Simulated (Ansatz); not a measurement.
The parent structure is Li$_{2}$S in the anti-fluorite structure (space group Fm-3m, No. 225; a = 5.6549 Å).

The values are results of plane-wave PAW DFT at the PBEsol level (Ansatz, an electronic-structure program, 420 eV), without spin-orbit coupling, not measurements.

One change was made to it. Results:

The width of the top valence band rises by 0.09 eV, from 1.86 eV to 1.95 eV; the shortest interatomic distance decreases by 0.0272 Å, from 2.449 Å to 2.421 Å; the smallest direct gap rises by 0.174 eV, from 4.21 eV to 4.39 eV; the density grows by 0.06 g/cm³, from 1.69 g/cm³ to 1.75 g/cm³.

**Question.** Which change produced these results?
A. pressure 5 GPa
B. pressure −1 GPa
C. pressure 10 GPa
D. pressure 1.5 GPa

**Answer.** D, pressure 1.5 GPa. For comparison, the smallest direct gap in the other runs: pressure 5 GPa gives 4.74 eV; pressure 10 GPa gives 4.91 eV; pressure −1 GPa gives 4.09 eV.

Load acts through the strain it causes; cell and atoms are relaxed under it. No phonon test of stability was made. Competing high-pressure phases were not computed.
